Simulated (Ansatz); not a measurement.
Density of states of V₂O₅ (C2/c) below the valence band maximum, PBEsol, rigid bands run with Ansatz (a quantum-chemistry and plane-wave program); cell volume 141.7 Å³.

```json
[
 {"energy from edge (eV)": "0.006", "10⁻³ states/eV/cell": "423"},
 {"energy from edge (eV)": "0.031", "10⁻³ states/eV/cell": "1160"},
 {"energy from edge (eV)": "0.056", "10⁻³ states/eV/cell": "1680"},
 {"energy from edge (eV)": "0.081", "10⁻³ states/eV/cell": "1790"},
 {"energy from edge (eV)": "0.106", "10⁻³ states/eV/cell": "2000"},
 {"energy from edge (eV)": "0.131", "10⁻³ states/eV/cell": "3250"},
 {"energy from edge (eV)": "0.156", "10⁻³ states/eV/cell": "2990"},
 {"energy from edge (eV)": "0.181", "10⁻³ states/eV/cell": "2960"},
 {"energy from edge (eV)": "0.206", "10⁻³ states/eV/cell": "3120"},
 {"energy from edge (eV)": "0.231", "10⁻³ states/eV/cell": "3670"},
 {"energy from edge (eV)": "0.256", "10⁻³ states/eV/cell": "5750"},
 {"energy from edge (eV)": "0.281", "10⁻³ states/eV/cell": "5860"},
 {"energy from edge (eV)": "0.319", "10⁻³ states/eV/cell": "7460"},
 {"energy from edge (eV)": "0.344", "10⁻³ states/eV/cell": "8090"},
 {"energy from edge (eV)": "0.369", "10⁻³ states/eV/cell": "9050"},
 {"energy from edge (eV)": "0.394", "10⁻³ states/eV/cell": "11000"},
 {"energy from edge (eV)": "0.419", "10⁻³ states/eV/cell": "13600"},
 {"energy from edge (eV)": "0.444", "10⁻³ states/eV/cell": "13400"},
 {"energy from edge (eV)": "0.469", "10⁻³ states/eV/cell": "14000"},
 {"energy from edge (eV)": "0.494", "10⁻³ states/eV/cell": "13300"},
 {"energy from edge (eV)": "0.519", "10⁻³ states/eV/cell": "13100"},
 {"energy from edge (eV)": "0.544", "10⁻³ states/eV/cell": "12900"},
 {"energy from edge (eV)": "0.569", "10⁻³ states/eV/cell": "11900"},
 {"energy from edge (eV)": "0.594", "10⁻³ states/eV/cell": "14200"}
]
```

Problem. What effective density of states at 300 K does this give (∫ g(E) exp(−E/k_BT) dE, both spins, divided by the cell's size)?

Solution. 1.7e20 cm⁻³, a density-of-states mass of 3.5 mₑ, valleys and band degeneracy included.

Spin-orbit coupling is left out; where it splits the top of the valence band, N_v and the p-type Seebeck coefficient come out somewhat high without it. Geometry: cell and atoms relaxed with PBEsol.

Computed structure with no diffraction record at hand here (it may be known, metastable or hypothetical): V2O5 (C2/c). Treated as nonmagnetic, magnetic states not searched for: V2O5 (C2/c).
